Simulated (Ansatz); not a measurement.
Data:

```yaml
crystal:
  lattice:
    - [5.06313, 0.00000, 0.02686]
    - [0.00000, 5.11442, 0.00000]
    - [-0.85299, 0.00000, 5.42319]
  atoms:
    - { symbol: Zr, position: [0.27546, 0.04208, 0.21200] }
    - { symbol: Zr, position: [0.72454, 0.54208, 0.28800] }
    - { symbol: Zr, position: [0.72454, 0.95792, 0.78800] }
    - { symbol: Zr, position: [0.27546, 0.45792, 0.71200] }
    - { symbol: O, position: [0.05742, 0.30780, 0.36744] }
    - { symbol: O, position: [0.94258, 0.80780, 0.13256] }
    - { symbol: O, position: [0.94258, 0.69220, 0.63256] }
    - { symbol: O, position: [0.05742, 0.19220, 0.86744] }
    - { symbol: O, position: [0.44823, 0.75498, 0.47032] }
    - { symbol: O, position: [0.55177, 0.25498, 0.02968] }
    - { symbol: O, position: [0.55177, 0.24502, 0.52968] }
    - { symbol: O, position: [0.44823, 0.74502, 0.97032] }
```

No spin polarisation.

Method: PBE, PAW, 420 eV (Ansatz, an electronic-structure program; without spin-orbit coupling), earlier PAW set. Settings: 5×5×5 k-points, 0.05 eV Fermi–Dirac smearing.

Question: Predict the mean in-plane stress (compression positive).

Answer: +9.1 GPa.

Question: What gap character does the calculation give?

Answer: Indirect, k = (0.400, 0, 0.200) in the run's primitive reciprocal basis → Y₂.

Question: Estimate the space group.

Answer: P2_1/c (No. 14).

The cells carry an imposed strain or load. Whether these cells are dynamically stable was not tested. The cell was made from ZrO2 (space group P2_1/c, No. 14) by this change: biaxial strain −2.43 %, plane normal [001], relaxed out of plane.
